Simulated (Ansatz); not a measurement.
## Effort and miss along a sweep of basis.ecutwfc: La2W2O9 (P-1, 26 atoms in the cell)

Cell: a = 6.9125 Å, b = 7.1141 Å, c = 7.1522 Å, α = 70.29°, β = 83.63°, γ = 85.29°.

Method: r2SCAN, default PAW files made with PBE (plane waves; Ansatz, an electronic-structure program).

Base settings: basis.ecutwfc = 500 eV; kpoints.mp_grid.grid = 2 2 2; kpoints.mp_grid.shift = 0.5 0.5 0.5; hamiltonian.xc = r2scan; hamiltonian.pseudopotentials = {kind: paw} (the program's default PAW files); scf.occupations.method = methfessel_paxton; scf.occupations.width = 0.1 eV.

Misses are taken against the tightest run, 1000 eV, which need not be fully converged itself. The energy is the free energy per atom.

The count of work is k-points × plane waves × bands × iterations; it is no time, and leaves out set-up, grids and terms that scale otherwise. Core times come from one kind of shared machine and are given to one figure; runs under 30 s give none.

Ansatz's pressure holds its estimate of the finite-basis (Pulay) stress, which hides part of the cutoff error; the uncorrected pressure shows it.

The starting cell comes from a database of published, mostly measured structures (it also holds non-ambient and calculated ones), without a prior relaxation at this level. Its lattice was rescaled by a random factor within 2.5 % of one. In the base run, with a pressure of about 15 GPa the cell is away from its equilibrium volume at this level. In the base run, forces exceed 1 eV/Å. Ansatz's pressure includes its estimate of the finite-basis (Pulay) stress.

| basis.ecutwfc | energy less reference (meV/atom) | pressure less reference (GPa) | largest difference in the force on any atom (eV/Å) | uncorrected pressure less reference (GPa) | count of work / reference | core time / reference (rough) |
|---|---|---|---|---|---|---|
| 200 eV | 5233.80 | 10.93 | 2.052 | -218.88 | 0.099 | – |
| 250 eV | 1311.33 | 2.34 | 0.647 | -77.09 | 0.12 | – |
| 300 eV | 297.19 | 0.01 | 0.062 | -23.36 | 0.16 | – |
| 350 eV | 58.85 | -0.04 | 0.019 | -5.79 | 0.21 | – |
| 400 eV | 12.76 | 0.06 | 0.011 | -0.98 | 0.25 | – |
| 450 eV | 6.26 | 0.07 | 0.009 | -0.06 | 0.30 | – |
| 500 eV | 4.95 | 0.05 | 0.006 | -0.04 | 0.35 | – |
| 575 eV | 2.86 | 0.02 | 0.002 | -0.09 | 0.44 | 0.4 |
| 650 eV | 1.46 | 0.01 | 0.001 | -0.04 | 0.53 | 0.5 |
| 750 eV | 0.83 | 0.01 | 0.001 | 0.00 | 0.65 | 0.5 |
| 875 eV | 0.37 | 0.00 | 0.000 | -0.01 | 0.82 | 0.8 |
| 1000 eV | 0.00 | 0.00 | 0.000 | 0.00 | 1.0 | 1 |

Coarsest setting among those run that, with all tighter ones, holds the energy within 2 meV/atom of the reference: 650 eV, off by 1.5 meV/atom; its saving against the reference is no more than about a factor of 2 in the count of work.

Coarsest setting among those run that, with all tighter ones, holds the energy within 1 meV/atom of the reference: 750 eV, off by 0.83 meV/atom; its saving against the reference is no more than about a factor of 2 in the count of work.

The step from 250 eV to 500 eV: it takes the miss in the energy from 1300 to 5.0 meV/atom, for 2.8 times the count of work.

Keys are those of Ansatz 0.2.
